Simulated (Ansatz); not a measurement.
The parent structure is SrO in the rock salt structure (space group Fm-3m, No. 225; a = 5.195 Å).

The values are results of PBE (Ansatz, a first-principles code; PAW; 420 eV plane waves; no SOC), not measurements.

Base values:

| Property | Value |
|---|---|
| Valley order | X along ⟨100⟩ 3.33 eV; Γ 3.79 eV |

It is then changed as follows: electron doping at 5.0×10^21 cm⁻³ (0.175 per cell), with a uniform compensating background at fixed cell and a 300 K Fermi–Dirac width.

**Question.** Predict the new valley order.

**Answer.** The valley order (the lowest conduction-band minima on the path, energy above the VBM, named in the base's zone) goes from X along ⟨100⟩ 3.33 eV; Γ 3.79 eV to X along ⟨100⟩ 3.28 eV; Γ 3.70 eV.

**Question.** What does the calculation give for the Fermi level from band edge after the change?

**Answer.** The Fermi level relative to the doped band's edge (positive inside the band; to 0.05 eV) is +0.80 eV.

Charged cell with a jellium background: band edges are those of the host's band count, energies are not comparable with the neutral cell, and many-body gap narrowing is missing. The levels and masses belong to the bands next to the band gap. Whether these cells are dynamically stable was not tested.
